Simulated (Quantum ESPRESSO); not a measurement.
Density of states of Y5Mg (P-62m, 6 atoms in the cell).

```yaml
crystal:
  lattice:
    - [6.20636, 0.00000, 0.00000]
    - [-3.10318, 5.37486, 0.00000]
    - [0.00000, 0.00000, 5.59749]
  atoms:
    - { symbol: Y, position: [0.67644, 0.00000, 0.50000] }
    - { symbol: Y, position: [0.32356, 0.32356, 0.50000] }
    - { symbol: Y, position: [0.00000, 0.67644, 0.50000] }
    - { symbol: Y, position: [0.66667, 0.33333, 0.00000] }
    - { symbol: Y, position: [0.33333, 0.66667, 0.00000] }
    - { symbol: Mg, position: [0.00000, 0.00000, 0.00000] }
```

Level of theory: PBEsol, GBRV 1.5 ultrasoft (PBESOL) pseudopotentials (plane waves; Quantum ESPRESSO).

SCF settings: ecutwfc = 40 Ry; ecutrho = 320 Ry; occupations = smearing; smearing = marzari-vanderbilt; degauss = 0.0036749 Ry; potentials = {Y: y_pbesol_v1.4.uspp.F.UPF, Mg: mg_pbesol_v1.4.uspp.F.UPF}; K_POINTS = automatic 4 4 3 0 0 0; conv_thr = 1e-10 Ry. Keys of the DOS step: nscf.calculation = nscf; nscf.verbosity = high; nscf.occupations = tetrahedra_opt; nscf.nbnd = 42; nscf.startingwfc = random; nscf.diago_thr_init = 1e-06; nscf.diagonalization = cg; nscf.K_POINTS = automatic 10 10 8 0 0 0; dos.x.fildos = dos.dat; dos.x.Emin = -15 eV; dos.x.Emax = 30 eV; dos.x.DeltaE = 0.1 eV.

The starting cell comes from a database of computed structures (which also holds hypothetical and non-ambient phases and stackings), without a prior relaxation at this level.

Total DOS (both spins), as means of the tabulated values in each energy bin; the zero is the program's Fermi level or highest filled level, and the curve is cut to this window:

```
E (eV)  states/eV/cell
------  --------------
-7.80             0.00
-7.40             0.00
-7.00             0.00
-6.60             0.00
-6.20             0.00
-5.80             0.00
-5.40             0.00
-5.00             0.11
-4.60             0.53
-4.20             0.84
-3.80             1.25
-3.40             1.44
-3.00             1.89
-2.60             2.09
-2.20             3.17
-1.80             3.25
-1.40             5.20
-1.00             6.50
-0.60             8.77
-0.20             10.2
0.20              12.8
0.60              3.88
1.00              9.48
```

Around zero the curve holds about 11 states/eV/cell.
